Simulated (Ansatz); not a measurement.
A computed series for hypothetical anti-perovskite Cs3AuS: pressure series

Consider Cs₃AuS in the anti-perovskite structure (space group Pm-3m, No. 221; a hypothetical phase, not in the database extracts checked).

```xyz
5
Lattice="6.5418 0.0000 0.0000 0.0000 6.5418 0.0000 0.0000 0.0000 6.5418" Properties=species:S:1:pos:R:3 pbc="T T T"
Cs     0.0000     3.2709     3.2709
Cs     3.2709     0.0000     3.2709
Cs     3.2709     3.2709     0.0000
Au     0.0000     0.0000     0.0000
S      3.2709     3.2709     3.2709
```

Cell and atoms are relaxed at each pressure.

All numbers come from Ansatz (a first-principles code), PBEsol, PAW, cutoff 420 eV, no spin-orbit coupling.

| P (GPa) | V (Å³/atom) |
|---|---|
| -0.99 | 64.201 |
| 0.31 | 54.359 |
| 0.71 | 52.577 |
| 1.50 | 49.803 |
| 3.00 | 46.012 |
| 5.00 | 42.496 |

### Question
Fit a third-order Birch–Murnaghan equation of state.

### Answer
Least squares on P(V) = (3B₀/2)[(V₀/V)^(7/3) − (V₀/V)^(5/3)]·[1 + (3/4)(B₀′ − 4)((V₀/V)^(2/3) − 1)] gives V₀ = 56.02 Å³/atom, B₀ = 9.8 GPa and B₀′ = 4.4.

Between the base and pressure 0.7 GPa the gap moves from 1.03 eV to 0.90 eV, a mean slope of -190 meV/GPa.

With Au present, leaving out spin-orbit coupling can change the band edges. Load acts through the strain it causes; cell and atoms are relaxed under it. Whether these cells are dynamically stable was not tested. No other phases were tried under pressure.
